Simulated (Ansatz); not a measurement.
The parent structure is Sr$_{2}$C in the anti-CdI2 type structure (space group P-3m1, No. 164; a = 4.100 Å, c = 6.490 Å; a hypothetical phase, not in the database extracts checked; layered, stacked along the Cartesian z axis).

(Cell as relaxed with PBE-D3(BJ).)

Levels (all Ansatz, a program for electronic structure, PAW): PBE-D3(BJ) (420 eV, no spin-orbit coupling); r2SCAN+rVV10 (500 eV, without spin-orbit coupling).

Each level relaxes its own structure.

```csv
base,PBE-D3(BJ),r2SCAN+rVV10
volume per atom,31.49 Å³,33.13 Å³
lattice parameter a,7.747 bohr,7.808 bohr
band gap,zero,zero
```

Perturbation: every Sr is replaced by Mg; the structure is relaxed again.

```json
[
 {"quantity": "band gap", "PBE-D3(BJ)": "zero", "r2SCAN+rVV10": "…"},
 {"quantity": "c/a ratio", "PBE-D3(BJ)": "1.322", "r2SCAN+rVV10": "…"},
 {"quantity": "lattice parameter a", "PBE-D3(BJ)": "6.593 bohr", "r2SCAN+rVV10": "…"}
]
```

What does r2SCAN+rVV10 give?


- band gap, r2SCAN+rVV10: zero
- c/a ratio, r2SCAN+rVV10: 1.403
- lattice parameter a, r2SCAN+rVV10: 6.605 bohr

PBE-D3(BJ)'s c/a ratio lies 0.0802 below r2SCAN+rVV10's; PBE-D3(BJ)'s lattice parameter a lies 0.012 bohr below r2SCAN+rVV10's (0.2 %); the two agree on the band gap. The two levels end in clearly different cell shapes (a soft spacing or a collapse), which may drive these differences. Neither level is exact; r2SCAN+rVV10 is the comparison here, not a measurement.

No phonon test of stability was made. As relaxed here, Mg2C is a hypothetical phase, not in the database extracts checked. The final runs are not spin-polarised. A zero or small gap of Sr2C can be the functional's error rather than a property of the material.
